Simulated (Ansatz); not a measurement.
The starting structures come from a database of crystals and need not be the phases stable at ambient conditions.

 Where the default PAW files enter, the runs use the earlier of Ansatz's two default sets.

By PBEsol, the system below comes out a metal.

The ballistic (Sharvin) conductance counts the channels at the Fermi level: G/A = (e²/h) × channels of both spins per area.

Here is the system:

```xyz
6
Lattice="5.6115 0.0000 0.0000 0.0000 7.7977 0.0000 2.8058 -0.9731 2.6329" Properties=species:S:1:pos:R:3 pbc="T T T"
Y      2.1013     5.8483     0.0000
Y      3.5102     1.9494     0.0000
Si     7.7114     3.7507     2.1969
Si     0.7059     3.0739     0.4360
Si     4.9056     6.9728     0.4360
Si     3.5116    -0.1481     2.1969
```

Space group of this cell: C2/c. The cell is taken as given; by PBEsol its mean pressure is -2.3 GPa.

The current flows along the normal of the first two printed cell vectors. No spin-orbit coupling; the value is a mean over 0.1 eV about the Fermi level.

Task: Estimate the ballistic conductance per area that PBEsol in Ansatz (an electronic-structure program) returns for this system.

Result: 0.59 × 10¹⁵ S/m² for both spins.
